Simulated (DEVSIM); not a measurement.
Structure: abrupt Si p-n junction, at 350 K.

| layer (left to right) | material | thickness (μm) | Nd (cm⁻³) | Na (cm⁻³) | τn (s) | τp (s) |
|---|---|---|---|---|---|---|
| 1 | Si | 6.20 | - | 1.3e15 | 0.00081 | 0.00081 |
| 2 | Si | 14.0 | 3.6e17 | - | 0.00081 | 0.00081 |

Left contact: ohmic. Right contact: ohmic. Voltage is applied to the left contact. Recombination: SRH at mid-gap. Mobility is constant in doping.

The device is made up for the run: typed textbook-type constants, with dimensions and the other settings drawn at random. Values at 300 K; Nc and Nv go as T^1.5, mobilities as T to minus their exponent, the gap by Varshni's rule with the affinity fixed.

```tsv
parameter	Si
gap (eV)	1.124
affinity (eV)	4.05
permittivity	11.7
Nc (cm⁻³)	2.86e19
Nv (cm⁻³)	3.1e19
μn (cm²/Vs)	1417
μp (cm²/Vs)	470
T exponent of μn	2.3
T exponent of μp	2.2
Varshni α (eV/K)	0.000473
Varshni β (K)	636
```

DEVSIM, 1D drift-diffusion, Boltzmann statistics, complete ionisation; no tunnelling, impact ionisation, image-force lowering or self-heating.

Q: Give the dark reverse current.

A: 
```
V (V)   J (A/cm²)
------  ---------
-0.20     -9.9e-7
-0.50     -1.0e-6
-1.00     -1.1e-6
-1.50     -1.1e-6
-2.00     -1.2e-6
-3.00     -1.2e-6
-4.00     -1.3e-6
-5.00     -1.4e-6
-6.50     -1.5e-6
-8.00     -1.6e-6
-10.00    -1.8e-6
```
